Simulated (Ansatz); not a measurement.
We consider Zn8Cu5 (I-43m, No. 217), described by LDA (Ansatz, a program for electronic structure, plane waves, PAW).

Settings: plane-wave cutoff 520 eV, 10×10×10 k mesh, Fermi–Dirac smearing 0.05 eV, no spin polarisation, scalar-relativistic PAW data made under PBE.

Results at a series of volumes:

```tsv
V (Å³/atom)	E − E_lowest (meV/atom)
11.675	9.52
11.919	2.29
12.162	0.00
12.405	2.09
12.648	8.06
```

Q: Fit the third-order Birch–Murnaghan equation and give B0 and B′.

A: V0 = 12.163 Å³/atom, B0 = 144 GPa, B′ = 5.0 (fit to the energies at full precision).

Note: the volume lies 9 % below that of the published cell.

Computed values are for the static lattice.

Computing time: very roughly 3.0 core-hours.
